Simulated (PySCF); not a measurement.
PySCF 2.14.0, PBE/def2-svpd, df: Ca(F)(OH) ([OH][Ca][F]), 4 atoms. The geometry is a generated start, not checked to be a minimum at this level.

```
Item                           Value
-------------------  ---------------
task                          energy
method                           pbe
basis                      def2-svpd
two-electron scheme  density fitting
mol.max_memory               3000 MB
mf.max_cycle                     100
mf.conv_tol          1e-09 (default)
mf.grids.level           3 (default)
basis functions                   81
grid points                    58576
```

```xyz
4

Ca     0.8696     0.3887     0.0271
F      1.0347     0.8925    -1.7865
O     -0.8222    -0.4686     0.4526
H     -1.0821    -0.8126     1.3068
```

With the defaults (mf.DIIS = CDIIS, mf.diis = true, mf.damp = 0, mf.diis_start_cycle = 1, mf.init_guess = minao, mf.level_shift = 0, mf.diis_space = 8) it converges in 13 Fock builds. One run each on 2 threads, 1 BLAS thread, with these changes:
- mf.DIIS = EDIIS
- mf.init_guess = 1e
- mf.init_guess = atom
- mf.diis_space = 12
- mf.damp = 0.3, mf.diis_start_cycle = 4
- mf.diis_space = 5
- mf.DIIS = ADIIS
- mf.level_shift = 0.1 Hartree
- mf.diis = false

Name the settings that don't reach the solution of the defaults.

No convergence: mf.DIIS = EDIIS; mf.diis = false (the run ends without SCF convergence in 100 cycles). The rest reach the solution of the defaults.

```json
[
 {"setting": "the defaults", "Fock builds": "13", "end": "same solution"},
 {"setting": "mf.init_guess = atom", "Fock builds": "13", "end": "same solution"},
 {"setting": "mf.diis_space = 5", "Fock builds": "13", "end": "same solution"},
 {"setting": "mf.diis_space = 12", "Fock builds": "13", "end": "same solution"},
 {"setting": "mf.level_shift = 0.1 Hartree", "Fock builds": "16", "end": "same solution"},
 {"setting": "mf.damp = 0.3, mf.diis_start_cycle = 4", "Fock builds": "19", "end": "same solution"},
 {"setting": "mf.init_guess = 1e", "Fock builds": "20", "end": "same solution"},
 {"setting": "mf.DIIS = ADIIS", "Fock builds": "25", "end": "same solution"},
 {"setting": "mf.DIIS = EDIIS", "Fock builds": "101", "end": "no convergence"},
 {"setting": "mf.diis = false", "Fock builds": "101", "end": "no convergence"}
]
```
